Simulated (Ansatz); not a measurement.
The starting structures come from a database of crystals and need not be the phases stable at ambient conditions.

Input:

```xyz
7
Lattice="5.9325 0.0000 0.0000 0.0000 5.9325 0.0000 0.0000 0.0000 5.9325" Properties=species:S:1:pos:R:3 pbc="T T T"
Ca     2.9662     0.0000     0.0000
Ca     0.0000     2.9662     0.0000
Ca     0.0000     0.0000     2.9662
As     0.0000     0.0000     0.0000
Br     0.0000     2.9662     2.9662
Br     2.9662     0.0000     2.9662
Br     2.9662     2.9662     0.0000
```

Space group of this cell: Pm-3m. The cell is taken as given.

Transport runs along the normal of the first two printed cell vectors, the (001) plane of the conventional cell.

No gap correction and no spin-orbit coupling; mid-gap values are interpolated between computed energies.

Task: State the band gap and the smallest decay constant κ at mid-gap according to r2SCAN (Ansatz, an electronic-structure program).

Result: Gap 2.02 eV on a 6×6×6 mesh; κ = 0.189 1/Å, at the zone centre.
